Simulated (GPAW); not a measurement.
# Quick settings and what they miss: Ti (P6_3/mmc, 4 atoms in the cell)

Self-consistent single point.

```yaml
crystal:
  lattice:
    - [2.98338, 0.00000, 0.00000]
    - [-1.49169, 2.58368, 0.00000]
    - [0.00000, 0.00000, 9.59903]
  atoms:
    - { symbol: Ti, position: [0.00000, 0.00000, 0.00000] }
    - { symbol: Ti, position: [0.00000, 0.00000, 0.50000] }
    - { symbol: Ti, position: [0.33333, 0.66667, 0.25000] }
    - { symbol: Ti, position: [0.66667, 0.33333, 0.75000] }
```

Level of theory: PBE, GPAW PAW datasets PBE (gpaw-data 1.0.1) (plane waves; GPAW).

Base settings: mode = pw; ecut = 850 eV; xc = PBE; kpts = 11 11 3; mesh shift (steps) = 0 0 0; occupations.name = methfessel-paxton; occupations.width = 0.136 eV; occupations.order = 0; nbands = -10; convergence.density = 1e-05 e/electron; symmetry.symmorphic = false; symmetry.tolerance = 0.0005.

Tight run (finer mesh or higher cutoff; not a proven limit): ecut: 850 eV → 1190 eV; kpts: 11 11 3 → 15 15 5; convergence.density: 1e-05 e/electron → 2e-07 e/electron; convergence.energy: default → 2e-11 eV/electron; convergence.eigenstates: default → 2e-15. It gave Fermi level (on the code's own zero) 7.78 eV; pressure -5.31 GPa.

Quick runs, as changes from the base:
- A: the base itself
- B: ecut: 850 eV → 510 eV; xc: PBE → LDA; kpts: 11 11 3 → 6 6 6; kpts_shift: 0 0 0 → 0.5 0.5 0.5; occupations.name: methfessel-paxton → fermi-dirac; occupations.width: 0.136 eV → 0.272 eV; occupations.order: 0 → default; convergence.density: 1e-05 e/electron → 0.0002 e/electron; and 2 further keys; potentials: GPAW PAW datasets LDA (gpaw-data 1.0.1) [LDA (Perdew-Wang 92)]
- C: ecut: 850 eV → 595 eV; kpts: 11 11 3 → 8 8 8
- D: ecut: 850 eV → 680 eV; kpts: 11 11 3 → 2 2 2
- E: ecut: 850 eV → 595 eV; kpts: 11 11 3 → 4 4 4; occupations.width: 0.136 eV → 0.272 eV
- F: ecut: 850 eV → 510 eV; kpts: 11 11 3 → 1 1 1; occupations.name: methfessel-paxton → marzari-vanderbilt; occupations.width: 0.136 eV → 0.272 eV; occupations.order: 0 → default; convergence.density: 1e-05 e/electron → 0.0002 e/electron; convergence.energy: default → 2e-05 eV/electron; convergence.eigenstates: default → 2e-09

Energies are extrapolated to zero smearing width, which holds to low order in the width alone.

Dashes: energy of B, another energy zero; time of F, under 30 s.

† marks runs with another functional, U, potentials or spin treatment: their distance from the tight run is not a convergence error alone.

The count of work is k-points × plane waves × bands × iterations; it is no time. Core times come from one kind of shared machine and are given to one figure; runs under 30 s give none.

The starting cell was generated: these elements placed on a structure prototype, without a prior relaxation; it need not be a known phase or ordering of this composition. Its lattice was rescaled by a random factor within 2.5 % of one. Spin polarisation is off. In the base run, with a pressure of about -6 GPa the cell is away from its equilibrium volume at this level.

```
run  energy less tight (meV/atom)  count of work / tight  core time / tight (rough)
---  ----------------------------  ---------------------  -------------------------
A                             3.8                   0.11                        0.2
B†                              –                  0.073                       0.10
C                            44.1                  0.092                        0.2
D                          -280.5                 0.0085                       0.03
E                            61.2                  0.024                       0.06
F                          -924.3                 0.0012                          –
```

Among the runs at the tight run's level, the energy misses run from 3.8 to 924.3 meV/atom.
